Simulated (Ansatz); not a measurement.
AlN: stress against strain

AlN (wurtzite, P6_3mc, 10.645 Å³/atom at rest, c along z) under an equal strain ε in the (0001) plane with the normal axis free, as in a coherent film. PBE in Ansatz, a plane-wave DFT program (PAW, default set), 420 eV, 12×12×7 Γ-centred mesh, Fermi-Dirac smearing 0.05 eV; ions are relaxed within the symmetry of each cell. Stress is positive for a compressed cell.

Here s stands for strain and y for stress xx.

| strain (%) | stress xx (GPa) |
|---|---|
| -1.20 | 5.62 |
| -0.60 | 2.74 |
| 0.00 | 0.00 |
| 0.60 | -2.61 |
| 1.20 | -5.09 |
| 3.00 | ? |

Fit y against s with a straight line, and predict the withheld value at s = 3.00.

Means: s 0, y 0.132. About the means, the sum of products is -16.062 and the sum of squares of s is 3.6000; the slope is their ratio. Least squares gives y = 0.132 - 4.4617·s. Residuals (row less fit): 0.134, -0.069, -0.132, -0.065, 0.132; standard error 0.144 (degrees of freedom: 3). The slope gives the biaxial elastic modulus of this plane = 446 ± 8 GPa. At the withheld row, y = 0.132 - 4.4617 × 3.0 = -13.253 GPa. The calculation gives -11.76 GPa, 1.493 GPa above the prediction (8.6 % of the range of y in the table). The row lies outside the fitted rows, so this is an extrapolation. From the scatter of the fitted rows alone, a prediction at this place has a standard error of 0.276 GPa, so the miss is 5.4 times that.

One order more, fitted to all 11 runs of the series, follows each within 0.01, so the miss is the next term of a smooth law. Rows are the converged runs of the series near zero and its far end; series whose fitted rows scatter by over a few per cent of the range, as at a crossing or softening among them, aren't shown in this form. Most that stay on the fit to the last digits aren't either.
